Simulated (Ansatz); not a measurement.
Take an 8-atom supercell of C in the diamond structure (space group Fd-3m, No. 227) at its relaxed geometry as the base.

```xyz
8
Lattice="-3.5603 0.0000 0.0000 0.0000 0.0000 3.5603 0.0000 3.5603 0.0000" Properties=species:S:1:pos:R:3 pbc="T T T"
C     -1.7801     1.7801     1.7801
C      0.0000     3.5603     1.7801
C      0.0000     1.7801     3.5603
C     -1.7801     3.5603     3.5603
C     -0.8901     2.6702     2.6702
C     -2.6702     0.8901     2.6702
C     -2.6702     2.6702     0.8901
C     -0.8901     0.8901     0.8901
```

The values are results of Ansatz (a quantum-chemistry and plane-wave program), r2SCAN, PAW, cutoff 500 eV, no spin-orbit coupling, not measurements.

Base values:

| Item | Result |
|---|---|
| Mean distance from the defect site to its nearest host atoms | 2.91 bohr |
| Pressure | 0.0 GPa |

Perturbation: a neutral Pb on a C site, atoms relaxed at fixed cell, starting from a slightly rattled geometry.

Tabulated Pauling electronegativity and covalent radius: C 2.55, 0.76 Å; Pb 2.33, 1.46 Å.

Task: How does this affect the largest displacement of a host atom from its site in the perfect cell, mean distance from the defect site to its nearest host atoms and pressure?

Result: The largest displacement of a host atom from its site in the perfect cell amounts to 0.26 Å; the mean distance from the defect site to its nearest host atoms goes up by 0.49 bohr to 3.40 bohr; the pressure goes from zero to 234.6 GPa.

The magnetic state is the one reached from the starting moments; the real material's order can differ, and small cells can't hold many antiferromagnetic ones. The cell is small, so the values are those of an ordered compound at a high defect concentration; dilute-limit values will differ. Starting moments died away, wholly or in part, for Pb on a C site; another magnetic solution may exist. The defect cell is spin-polarised and ends with 0.0 μB.
